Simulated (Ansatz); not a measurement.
Amorphous Si$_{30}$N$_{38}$O$_{3}$, 71 atoms at 2.93 g/cm³, one PBE-relaxed geometry, zone centre. Methods: PBE, scalar-relativistic without spin-orbit coupling (Ansatz, a first-principles code); r2SCAN, scalar-relativistic without spin-orbit coupling (Ansatz); HSE06, scalar-relativistic without spin-orbit coupling (Ansatz). Plane waves to 420 eV (r2SCAN 500 eV); exact exchange is cut at the cell's faces. At PBE the levels at both edges of the gap are localised (band-tail or defect states), and the nearest spread-out levels lie 2.9 eV apart at the zone centre. The higher rungs were started with moments on some atoms, which died out.

The cell was made by melting and quenching with the CHGNet potential and then relaxed with DFT. O and N atoms were pushed apart under 1.9 Å during the dynamics, to hinder bonds among them. The hot cell started wider than the set density and was brought back towards it in steps. It is the lowest in DFT energy of 2 quenches. It is a model cell: composition and starting density were chosen by hand, and all elements were melted together. No dispersion term was used. Its density started from a set value of 2.93 and ended at 2.93 g/cm³. Cooling (nominally 380 K/ps over its main leg) ran many orders faster than in experiment, which tends to leave more defects and strain. A cell of this size samples the disorder only roughly. The volume was held where the preparation left it and the shape relaxed, at a PBE pressure of -0.3 GPa (tension).

The relaxation ran on the zone centre alone. At PBE the gap between localised states is 1.03 eV on a 2×2×2 Γ-centred mesh, and the spacing at the zone centre alone 1.06 eV.

What zone-centre spacing does r2SCAN give, roughly?

1.30 eV (+0.24 eV against PBE).

What zone-centre spacing does HSE06 give, roughly?

2.06 eV (+1.00 eV against PBE).

The highest filled and the lowest empty state spread over these numbers of atoms (participation numbers): PBE: 4.8 and 5.1; r2SCAN: 4.6 and 4.8; HSE06: 4.4 and 4.5.
